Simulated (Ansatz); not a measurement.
## Worked example: self-consistent single point of SiRh (Pm-3m, 2 atoms in the cell) in Ansatz

Method: LDA (PW92), default PAW files made with PBE (plane waves; Ansatz, an electronic-structure program).

This input was run:

Ansatz 0.2 input:
```yaml
crystal:
  lattice:
    - [2.968095, 0.000000, 0.000000]
    - [0.000000, 2.968095, 0.000000]
    - [0.000000, 0.000000, 2.968095]
  atoms:
    - { symbol: Si, position: [0.500000, 0.500000, 0.500000] }
    - { symbol: Rh, position: [0.000000, 0.000000, 0.000000] }
basis:
  ecutwfc: 420.0 eV
kpoints:
  mp_grid: { grid: [11, 11, 11] }
hamiltonian:
  xc: lda
  pseudopotentials: { kind: paw }
scf:
  occupations: { method: fermi_dirac, width: 0.1 eV }
output:
  forces: true
  eigenvalues: true
  stress: true
```

The program printed (abridged):

```
WARN ansatz: RAYON_NUM_THREADS=1 ignored (pool sized by the plan → 1); use --threads N
Pseudopotentials: kind: paw
Pseudopotential: Si, paw, valence charge 4
Pseudopotential: Rh, paw, valence charge 17
Crystal: 2 atoms, lattice volume = 26.148 Å³
Basis set: ecut = 420 eV, 485 PW (Γ)
Bands: 15, of which v1, the nominal top of the filled ones, is band 11 counted from 1 (10 counted from 0)
Symmetry: 48 space group operations
Space group: Pm-3m (ITA 221), of the structure as read, at distance tolerance 3.0e-5 Å
k-points: 56 of 1331
PAW frozen core: Si, regenerated for the run's functional, and the local potential with it
PAW frozen core: Rh, regenerated for the run's functional, and the local potential with it
Initial density: superposition of atomic densities (neutral atoms: chi_scale 0, normalization atom), corrected by the library's trained network
Initial wavefunctions: pseudopotential atomic-orbital guess
Eigensolver: davidson
Functional: x = slater, c = lda
SCF iter   1: F=—  HF=-6888.513404 eV  |F-HF|=—  |Δ(HF+E_count)|=         —  Δρ=1.20e-2  dr2=2.95e-2  ethr=1.77e-3  ⟨swp⟩=5.2  Hψ=4361  notcnv=0
all-band conjugate gradients solve this SCF's bands
preconditioner: auto → none
SCF iter   2: F=—  HF=-6888.510177 eV  |F-HF|=—  |Δ(HF+E_count)|=   3.23e-3  Δρ=6.73e-3  dr2=1.05e-2  ethr=1.40e-4  ⟨swp⟩=1.0  Hψ=1288  notcnv=0
SCF iter   3: F=—  HF=-6888.508304 eV  |F-HF|=—  |Δ(HF+E_count)|=   1.87e-3  Δρ=4.33e-4  dr2=1.40e-5  ethr=4.98e-5  ⟨swp⟩=1.7  Hψ=1048  notcnv=0
SCF iter   4: F=—  HF=-6888.508310 eV  |F-HF|=—  |Δ(HF+E_count)|=   6.55e-6  Δρ=1.17e-4  dr2=2.20e-6  ethr=6.67e-8  ⟨swp⟩=2.0  Hψ=1437  notcnv=0
iter 5 did not close the SCF: its close was put off for the readings that it lacked (scf_convergence_deferred on its scf_iter line)
SCF iter   5: F=-6888.508310 eV  HF=-6888.508310 eV  |F-HF|=5.35e-9  |Δ(HF+E_count)|=   1.97e-7  Δρ=1.20e-5  dr2=1.05e-8  ethr=1.05e-8  ⟨swp⟩=2.9  Hψ=1413  notcnv=0
SCF iter   6: F=-6888.508310 eV  HF=-6888.508310 eV  |F-HF|=2.99e-10  |Δ(HF+E_count)|=   6.62e-9  Δρ=1.75e-6  dr2=5.53e-10  ethr=5.00e-11  ⟨swp⟩=2.0  Hψ=2502  notcnv=0
SCF 1 converged in 6 iterations: F = -6888.508310 eV  dr2 = 5.53e-10
SCF converged after 6 iterations
Free energy (F): -6888.508310 eV
Harris-Foulkes:  -6888.508310 eV  (|F-HF|=2.99e-10)
Internal energy: -6888.449427 eV  (E = F + TS)
E sigma→0 (E₀):  -6888.478869 eV
Entropy (-TS):   -0.058883 eV (-29.441 meV/atom)
Fermi energy:    18.068324 eV
--- Per-component energies (eV) ---
  E_band       = -118.775867
  E_kinetic    = 620.418950
  E_local      = -2089.221343  (includes V_loc(G=0)·N_el)
  E_nonlocal   = 386.992662
  E_hartree    = 785.052659
  E_xc         = -277.842843
  E_vxc        = -328.543355  (∫ρ·V_xc dr)
  E_paw        = -3950.822714  (= ΣΔE_a)
  E_vpaw       = -278.527708  (= ΣTr[D̂ρ^β])
  E_aug_tail   = 0.000783  (compensation charges beyond the density's cutoff)
  E_ewald      = -2363.734394
  E_core_change = 0.706813  (= ΣΔE_core)
  E_smearing   = -0.058883  (= −TS)
  E_closure    = 0.000000  (closes the sum)
  Σ components = -6888.508310   (vs F -6888.508310, Δ=0.00e0)
--- Forces (eV/Å), atoms counted from 1 ---
  atom   1  Si    -0.00000000     0.00000000     0.00000000
  atom   2  Rh    -0.00000000    -0.00000000     0.00000000
  max |Σ_I F_I| component: 1.31e-30 eV/Å
--- Stress (GPa, compression-positive) ---
       -8.737778      -0.000000       0.000000
       -0.000000      -8.737778       0.000000
       -0.000000       0.000000      -8.737778
  P = ⅓ Tr σ = -8.7378 GPa (-87.378 kbar)
  The stress holds the Pulay correction. Without it, at fixed plane waves, as pw.x and ABINIT print it: P = -8.8065 GPa
--- Band table (eV; the first three rows and the last of 56) ---
  k-point 0: bands = ["-60.7405", "-28.6794", "-28.6794", "-28.6794", "5.0356", "12.8421", "12.8421", "16.1511", "16.1511", "16.1511", "20.2907", "20.2907", "20.2907", "26.6920", "26.6920"]
  k-point 1: bands = ["-60.7397", "-28.6920", "-28.6783", "-28.6783", "5.1854", "12.8487", "12.8962", "15.9198", "15.9198", "16.1701", "19.6505", "20.6421", "20.6421", "26.4194", "27.0570"]
  k-point 2: bands = ["-60.7373", "-28.7258", "-28.6754", "-28.6754", "5.6268", "12.7484", "13.0467", "15.4133", "15.4133", "16.2217", "18.5189", "21.5153", "21.5153", "25.7304", "27.3494"]
  k-point 55: bands = ["-60.7087", "-28.7980", "-28.7977", "-28.7977", "10.8382", "11.1641", "11.1641", "14.9092", "17.2819", "17.2819", "19.3832", "20.4174", "20.4174", "23.1828", "23.1828"]
```

The run converged in 6 iterations.

The starting cell comes from a database of computed structures (which also holds hypothetical and non-ambient phases and stackings), without a prior relaxation at this level. Its lattice was rescaled by up to half a per cent. Spin polarisation is off. With a pressure of about -9 GPa the cell is away from its equilibrium volume at this level. Ansatz's pressure includes its estimate of the finite-basis (Pulay) stress.
